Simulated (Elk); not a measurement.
A self-consistent single point of CuI (F-43m, 2 atoms in the cell) with Elk.

Method: PBE, all-electron FP-LAPW, Elk's shipped species files, LAPW+lo basis in Elk 10.2.4.

The change in words: lattice scaled by 0.98. Reference geometry:
```
CuI
1.0
    0.00000     3.02500     3.02500
    3.02500     0.00000     3.02500
    3.02500     3.02500     0.00000
Cu I
1 1
Direct
  0.00000   0.00000   0.00000
  0.25000   0.25000   0.25000
```

Reference input (self-consistent single point, DFT, PBE, all-electron FP-LAPW, Elk's shipped species files, LAPW+lo basis): xctype = 20; rgkmax = 8; swidth = 0.000367493 Ha; ngridk = 5 5 5; gmaxvr = 14 1/bohr; nxoapwlo = 1; rmtscf = 0.93; maxscl = 100. This run's input differs from it in these lines:

```diff
@@ -28,5 +28,5 @@
 avec
-    0.0000000000    3.0250000000    3.0250000000
-    3.0250000000    0.0000000000    3.0250000000
-    3.0250000000    3.0250000000    0.0000000000
+    0.0000000000    2.9645000000    2.9645000000
+    2.9645000000    0.0000000000    2.9645000000
+    2.9645000000    2.9645000000    0.0000000000
```

Output, abridged:

```
│ Self-consistent loop started │
│ Loop number : 1 │
 total energy                :     -8772.46233777
│ Loop number : 2 │
 total energy                :     -8772.93744875
RMS change in Kohn-Sham potential (target) :   0.2272182068     (  0.1000000000E-05)
Absolute change in total energy (target)   :   0.4751109858     (  0.1000000000E-03)
│ Loop number : 3 │
 total energy                :     -8773.11751504
RMS change in Kohn-Sham potential (target) :   0.2198672228     (  0.1000000000E-05)
Absolute change in total energy (target)   :   0.2988440353     (  0.1000000000E-03)
│ Loop number : 4 │
   [... lines left out ...]
Absolute change in total energy (target)   :   0.2583163987E-03 (  0.1000000000E-03)
│ Loop number : 15 │
 total energy                :     -8774.25413909
RMS change in Kohn-Sham potential (target) :   0.2359699015E-06 (  0.1000000000E-05)
Absolute change in total energy (target)   :   0.1334229837E-03 (  0.1000000000E-03)
│ Loop number : 16 │
 total energy                :     -8774.25413427
RMS change in Kohn-Sham potential (target) :   0.5780779778E-07 (  0.1000000000E-05)
Absolute change in total energy (target)   :   0.3817235302E-04 (  0.1000000000E-03)
Convergence targets achieved

│ Loop number : 17 │

Energies :
 Fermi                       :     0.196479015101
 total energy                :     -8774.25413605

Density of states at Fermi energy :   0.2722002300E-06
 (states/Hartree/unit cell)

Estimated indirect band gap :   0.4760378748E-01
 from k-point      1 to k-point      1
Estimated direct band gap   :   0.4760378748E-01
 at k-point      1

Charges :
 core                        :    48.00000000
 valence                     :    34.00000000
 interstitial                :    3.713342680
 muffin-tins (core leakage)
  species :    1 (Cu)
   atom    1                 :    27.88048792     (  0.4224437916E-03)
  species :    2 (I)
   atom    1                 :    50.40616940     (  0.5893788488E-03)
 total in muffin-tins        :    78.28665732
 total calculated charge     :    81.99112431
 total charge                :    82.00000000
 error                       :   0.8875685304E-02

│ Self-consistent loop stopped │
```

The run converged in 17 iterations. The count includes the last loop, which Elk runs after its targets are met. Against the reference run the free energy rises by 18.5 meV/atom and the gap on the mesh goes from 1.122 to 1.295 eV.

The starting cell has typed, rounded lattice constants, without a prior relaxation at this level. For this run, on top of that: lattice scaled by 0.98. Spin-orbit coupling is off. Values depend on the basis (sphere radii, cutoffs, local orbitals), which need not be converged.
